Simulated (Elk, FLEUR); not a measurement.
An Elk input for a self-consistent single point of NaCl (Fm-3m, 2 atoms in the cell) (DFT, LDA (PW92), all-electron FP-LAPW, Elk's shipped species files, APW+lo basis with extra local orbitals):

```
tasks
  0

xctype
  3

rgkmax
  8.0

gmaxvr
  16.0

nxlo
  2

lorbcnd
  .true.

lmaxi
  2

stype
  3

swidth
  0.000734986

avec
    0.0000000000    5.3290276714    5.3290276714
    5.3290276714    0.0000000000    5.3290276714
    5.3290276714    5.3290276714    0.0000000000

sppath
  'species/'

atoms
  2   : nspecies
  'Na.in'   : spfname
  1   : natoms; atposl, bfcmt below
  0.0000000000  0.0000000000  0.0000000000    0.0 0.0 0.0
  'Cl.in'   : spfname
  1   : natoms; atposl, bfcmt below
  0.5000000000  0.5000000000  0.5000000000    0.0 0.0 0.0

ngridk
  10 10 10
```

Give the FLEUR input for the same structure, mesh, smearing and functional.

This is the input that was run; spellings and numerical settings could be chosen otherwise.

Input of the input generator:

```
NaCl crystal
&input film=f /
-0.0000000000 5.3290276714 5.3290276714
5.3290276714 -0.0000000000 5.3290276714
5.3290276714 5.3290276714 -0.0000000000
1.0
1.0 1.0 1.0

2
11 0.0000000000 0.0000000000 0.0000000000
17 0.5000000000 0.5000000000 0.5000000000

&comp jspins=1 /
&exco xctyp='pz' /
&kpt div1=10 div2=10 div3=10 gamma=t /
&end /
```

```xml
<?xml version="1.0" encoding="UTF-8" standalone="no"?>
<fleurInput fleurInputVersion="0.39">
   <comment>
      NaCl crystal                                                                                        
   </comment>
   <calculationSetup>
      <cutoffs Kmax="4.0" Gmax="12.0" GmaxXC="12.0" numbands="0"/>
      <scfLoop itmax="60" minDistance="0.00001" maxIterBroyd="99" imix="Anderson" alpha="0.05" precondParam="0.0" spinf="2.0"/>
      <coreElectrons ctail="T" frcor="F" kcrel="0" coretail_lmax="0"/>
      <xcFunctional name="pz" relativisticCorrections="F"/>
      <magnetism jspins="1"/>
      <soc l_soc="F" theta="0.0" phi="0.0" spav="F"/>
      <expertModes spex="0" secvar="F"/>
      <geometryOptimization l_f="T" forcealpha="1.0" forcemix="BFGS" epsdisp="0.00001" epsforce="0.00001"/>
      <ldaU l_linMix="F" mixParam="0.05" spinf="1.0"/>
   </calculationSetup>
   <cell>
      <bzIntegration valenceElectrons="16.0" mode="hist" fermiSmearingEnergy="0.00073499">
         <kPointListSelection listName="default-1"/>
         <!-- k-points included here -->
         <xi:include xmlns:xi="http://www.w3.org/2001/XInclude" href="kpts.xml"> </xi:include>
      </bzIntegration>
      <!-- symmetry operations included here -->
      <xi:include xmlns:xi="http://www.w3.org/2001/XInclude" href="sym.xml"> </xi:include>
      <bulkLattice scale="1.0">
         <bravaisMatrix>
            <row-1>    0.0000000000000000     5.3290276714000004     5.3290276714000004</row-1>
            <row-2>    5.3290276714000004     0.0000000000000000     5.3290276714000004</row-2>
            <row-3>    5.3290276714000004     5.3290276714000004     0.0000000000000000</row-3>
         </bravaisMatrix>
      </bulkLattice>
   </cell>
   <atomSpecies>
      <species name="Sodium (Na)" element="Na" atomicNumber="11">
         <mtSphere radius="2.49" gridPoints="859" logIncrement="0.013"/>
         <atomicCutoffs lmax="10" lnonsphr="8"/>
         <electronConfig flipSpins="F">
            <coreConfig>(1s1/2)</coreConfig>
            <valenceConfig>(2s1/2) (2p1/2) (2p3/2) (3s1/2)</valenceConfig>
            <stateOccupation state="(3s1/2)" spinUp="0.5" spinDown="0.5"/>
         </electronConfig>
         <energyParameters s="3" p="3" d="3" f="4"/>
         <lo type="SCLO" l="0" n="2" eDeriv="0"/>
         <lo type="SCLO" l="1" n="2" eDeriv="0"/>
      </species>
      <species name="Chlorine (Cl)" element="Cl" atomicNumber="17">
         <mtSphere radius="2.49" gridPoints="859" logIncrement="0.014"/>
         <atomicCutoffs lmax="10" lnonsphr="8"/>
         <electronConfig flipSpins="F">
            <coreConfig>(1s1/2) (2s1/2) (2p1/2) (2p3/2)</coreConfig>
            <valenceConfig>(3s1/2) (3p1/2) (3p3/2)</valenceConfig>
            <stateOccupation state="(3p1/2)" spinUp="0.8333333333333" spinDown="0.8333333333333"/>
            <stateOccupation state="(3p3/2)" spinUp="1.6666666666667" spinDown="1.6666666666667"/>
         </electronConfig>
         <energyParameters s="3" p="3" d="3" f="4"/>
      </species>
   </atomSpecies>
   <atomGroups>
      <atomGroup species="Sodium (Na)">
         <relPos label="                   1">.0000000000 .0000000000 .0000000000</relPos>
         <force calculate="T" relaxXYZ="TTT"/>
      </atomGroup>
      <atomGroup species="Chlorine (Cl)">
         <relPos label="                   2">1.000/2.000 1.000/2.000 1.000/2.000</relPos>
         <force calculate="T" relaxXYZ="TTT"/>
      </atomGroup>
   </atomGroups>
   <output dos="F" band="F" slice="F">
      <checks vchk="F" cdinf="F"/>
      <bandDOS minEnergy="-.5*Htr" maxEnergy="0.5*Htr" sigma="0.015" storeEVData="T"/>
      <vacuumDOS vacdos="F" integ="F" star="F" nstars="0" locx1="0.0" locy1="0.0" locx2="0.0" locy2="0.0" nstm="0" tworkf="0.0"/>
      <unfoldingBand unfoldBand="F" supercellX="1" supercellY="1" supercellZ="1"/>
      <plotting iplot="0" polar="F">
         <plot TwoD="T" vec1="  1.0  0.0  0.0" vec2="  0.0  1.0  0.0" vec3="  0.0  0.0  1.0" zero="  0.0  0.0  0.0" file="plot"/>
      </plotting>
      <chargeDensitySlicing numkpt="0" minEigenval="0.0" maxEigenval="0.0" nnne="0" pallst="F"/>
      <specialOutput eonly="F"/>
      <magneticCircularDichroism mcd="F" energyLo="-10.0" energyUp="0.0"/>
   </output>
  <!-- We include the file relax.xml here to enable relaxations (see documentation) -->
  <xi:include xmlns:xi="http://www.w3.org/2001/XInclude" href="relax.xml"> <xi:fallback/> </xi:include>
</fleurInput>
```

Basis settings and potentials, where a program has them, do not carry over. This input uses DFT, LDA (Perdew-Zunger), all-electron FLAPW (FLEUR), scalar-relativistic valence. LDA parametrisations can differ slightly between programs. Both were run: gap on the mesh 4.682 eV in Elk and 4.817 in FLEUR.

On Elk: the starting cell has typed, rounded lattice constants, without a prior relaxation at this level. Values depend on the basis (sphere radii, cutoffs, local orbitals), which need not be converged.

On FLEUR: the starting cell has typed, rounded lattice constants, without a prior relaxation at this level. Values depend on the basis (sphere radii, cutoffs, local orbitals), which need not be converged.
